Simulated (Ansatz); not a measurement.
Start from MgTe in the zinc blende structure (space group F-43m, No. 216; a = 6.368 Å).

The values are results of LDA/PAW in Ansatz (a program for electronic structure), no SOC, not measurements.

Base values:

The band gap comes out as 2.38 eV and the pressure is 0.1 kbar.

One thing is altered: every lattice vector is stretched by 2.50 %, atoms relaxed at fixed cell.

Problem. Predict the new band gap.

Solution. The band gap drops by 0.325 eV to 2.06 eV.

Problem. Predict the new pressure.

Solution. The pressure falls by 24.6 kbar (0.1 kbar → -24.5 kbar).

Spin-orbit coupling, missing from the scalar runs, can matter with Te. The cells carry an imposed strain or load. Whether these cells are dynamically stable was not tested.
